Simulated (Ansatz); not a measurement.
**SnSe2 (model structure, started from the rutile type, P4₂/mnm, No. 136, 6 atoms in the cell): properties by level of theory**

```tsv
level (code)	lattice parameter a (Å)	c axis length (Å)
PBE (Ansatz)	6.564	4.024
PBEsol (Ansatz)	6.416	[?]
PBE-D3(BJ) (Ansatz)	[?]	4.020
```

What belongs in the gaps?


- PBEsol (Ansatz, an electronic-structure program), c axis length (Å): 3.993
- PBE-D3(BJ) (Ansatz), lattice parameter a (Å): 6.420

Ansatz's density-functional and Hartree–Fock values are scalar-relativistic unless marked +SOC, with PAW data made under PBE.

Static lattice: no zero-point or thermal effects.

A model structure was made by putting elements into a prototype or built by hand; it is no filed structure, need not be a known phase, and can be a saddle point held by its symmetry.
